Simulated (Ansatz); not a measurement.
Si_Ga+V_N in wurtzite GaN (the name describes the start): one set of geometries, relaxed with PBE, evaluated in Ansatz (PAW, plane waves to 420 eV, 500 eV under r2SCAN) with PBE, r2SCAN.

Details: 96-site cell; 2×2×2 shifted k-points; start: the Ga site; N 1.98 Å away, along c; charged states image-corrected; finite-size errors of tenths of an eV; relaxed from one start, so a lower configuration may exist; flagged in the runs: a host whose relaxation on this sampling wasn't shown to rest.

```csv
quantity,PBE,r2SCAN
host gap (eV),1.71,…
ε(+2/+1) above the VBM (eV),1.52,…
ε(+1/0) above the VBM (eV),not bound,not settled
largest moment on one atom at charge +1 (μB),0.09,…
```

Given the lower rungs, what does r2SCAN give?


- host gap (eV), r2SCAN: 2.12
- ε(+2/+1) above the VBM (eV), r2SCAN: 1.72
- largest moment on one atom at charge +1 (μB), r2SCAN: 0.10

"Not bound" means that the carrier spreads over host band states in this cell; a shallow level, bound over tens of ångströms, can't be resolved here.

Ansatz is a first-principles code.
